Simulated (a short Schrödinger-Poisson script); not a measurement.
Stack: MOS inversion layer, SiO2 on p-type Ge(100), at 300 K.

```
layer  material  thickness (nm)  Na (cm⁻³)
-----  --------  --------------  ---------
1          SiO2             2.9          -
2            Ge             920       2e17
```

Constants are typed, rounded textbook-type inputs, not results; the design itself was drawn at random and stands for no fabricated device. SiO2: permittivity 3.9, conduction-band edge (eV) 3.1, gap (eV) 9, electron mass (mₑ) 0.5. Ge: permittivity 16, conduction-band edge (eV) 0, gap (eV) 0.664, Nv at 300 K (cm⁻³) 6e18.

Channel valleys (confinement mass, in-plane density-of-states mass, number): L4 0.12, 0.295, 4. At the gate the conduction-band edge of layer 1 lies 3.44 eV − eVg above the Fermi level of the channel; the field vanishes at the back. Gaps are held at their typed values at every temperature. Mesh 0.03 nm at interfaces.

Solved with a short Schrödinger-Poisson script written for these runs: 1D Poisson equation in equilibrium, electrons quantum, Hartree (BenDaniel-Duke, 12 states a valley, the channel's in-plane mass for all, wave functions ending at the dielectric), parabolic valleys, classical holes, full ionisation, no traps, pinning or gate leakage.

At Vg = 2 V the centroid of the electrons lies 2.97 nm from the interface.

**Question.** Estimate the gate capacitance as the dielectric in series with that distance, and compare.

**Answer.** The dielectric alone has 1.19 μF/cm²; in series with 2.97 nm of the channel's permittivity, 0.953 μF/cm²; the run gives 1.00 μF/cm². The estimate leaves out the density-of-states capacitance and the centroid's move with voltage. Only the L valleys are kept; under strong confinement the Δ valleys of Ge fill too.
